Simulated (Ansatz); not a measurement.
N on the 1x1 (100) surface of rock-salt MgO (cut with top plane Mg + O), one in a 1x1 cell, energies for each (9.0 Å²). Energies are against ½ N2(g), without zero-point or thermal terms; each row is named by its start.

Host crystal: rock-salt MgO, with a band gap (PBE, scalar-relativistic without spin-orbit coupling).

Level of theory: PBE (plane waves to 420 eV, PAW; Ansatz, a quantum-chemistry and plane-wave program).

Set-up: 9 atoms, 6.4 Å thick at the start under the adsorbate (thin: gaps and levels are the slab's own); mesh 6x6x1; 0.01 eV smearing; dipole correction on; 4 atoms held, the rest relaxed; each run with such symmetry as its start has; spin-polarised, no spin-orbit, no U, no dispersion correction.

A negative adsorption energy means that the adsorbate is more stable on the surface than in its reference. Starts that drift may end in the same place. Heights count from the host atoms within 0.3 Å of the top one.

```
starting site                                                  E_ads (eV)  height (Å)  nearest host atom (Å)                     bonded to  change of the vacuum step (eV)  lateral drift (Å)  moment (μB)
-------------------------------------------------------------  ----------  ----------  ---------------------  ----------------------------  ------------------------------  -----------------  -----------
top O (the adsorbate paired with a surface O atom)                   4.28        0.66                 O 1.46                      4 Mg + O                            0.41                0.0          1.0
top Mg                                                               5.23        2.41                Mg 2.41                            Mg                            0.98                0.0          3.0
hollow Mg-Mg-O-O (the adsorbate is not bonded to the surface)        5.28        2.42                Mg 2.84  none within bonding distance                            1.29                0.0          3.0
bridge Mg-O (span 2.1 Å)                                             5.23        2.41                Mg 2.41                            Mg                            0.98                1.0          3.0
```
